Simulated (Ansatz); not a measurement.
We consider Al2O3 (Cmc2₁, No. 36, 10 atoms in the cell; start mp-754401; a measured phase of this formula has another space group), described by LDA in Ansatz (PAW).

Settings: plane-wave cutoff 520 eV, 8×8×8 k mesh, Fermi–Dirac smearing 0.01 eV, scalar-relativistic PAW data made under PBE.

Cell (relaxed with PBEsol):

```cif
data_Al4O6
_chemical_formula_sum 'Al4 O6'
_space_group_name_H-M_alt 'P 1'
_space_group_IT_number 1
_cell_length_a 5.58546
_cell_length_b 5.58546
_cell_length_c 4.94118
_cell_angle_alpha 90.000
_cell_angle_beta 90.000
_cell_angle_gamma 59.348
loop_
_space_group_symop_operation_xyz
  'x, y, z'
loop_
_atom_site_label
_atom_site_type_symbol
_atom_site_fract_x
_atom_site_fract_y
_atom_site_fract_z
_atom_site_occupancy
Al1 Al 0.99260 0.67176 0.43124 1
Al2 Al 0.00740 0.32824 0.93124 1
Al3 Al 0.32824 0.00740 0.43124 1
Al4 Al 0.67176 0.99260 0.93124 1
O1 O 0.78129 0.21871 0.99114 1
O2 O 0.21871 0.78129 0.49114 1
O3 O 0.89840 0.65881 0.08705 1
O4 O 0.10160 0.34119 0.58705 1
O5 O 0.34119 0.10160 0.08705 1
O6 O 0.65881 0.89840 0.58705 1
```

Give the computed band gap.


- band gap: 4.11 eV (direct)

Note: cell and atoms aren't relaxed at this level (largest force component 0.16 eV/Å, pressure -4.1 GPa).

The computed numbers hold no vibrational or temperature effects.

A start named mp-… is a Materials Project structure, which need not be a measured phase.

Ansatz is a first-principles code.
